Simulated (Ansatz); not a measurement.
System: TaTe (model structure, Fm-3m, No. 225, 2 atoms in the cell). Method: r²SCAN in Ansatz (plane waves, PAW).

Settings: plane-wave cutoff 560 eV, 18×18×18 k mesh, Fermi–Dirac smearing 0.05 eV, scalar-relativistic PAW data made under PBE.

Cell (relaxed at this level):

```
TaTe
1.0
    0.00000     2.83433     2.83433
    2.83433     0.00000     2.83433
    2.83433     2.83433     0.00000
Ta Te
1 1
Direct
  0.00000   0.00000   0.00000
  0.50000   0.50000   0.50000
```

**Question.** Give the computed bulk modulus.

**Answer.** 
* **bulk modulus**: 115 GPa

The run finds no gap.

Note: the bulk modulus is −V dP/dV from two relaxed cells at ±2 % in volume; the relaxation could raise the start's symmetry but not lower it, so the cell can be a saddle point.

Spin–orbit coupling is not included; it can open a gap where bands touch, and shift volumes and moduli.

A model structure was made by putting elements into a prototype or built by hand; it is no filed structure, need not be a known phase, and can be a saddle point held by its symmetry.

Ansatz is a quantum-chemistry and plane-wave program.
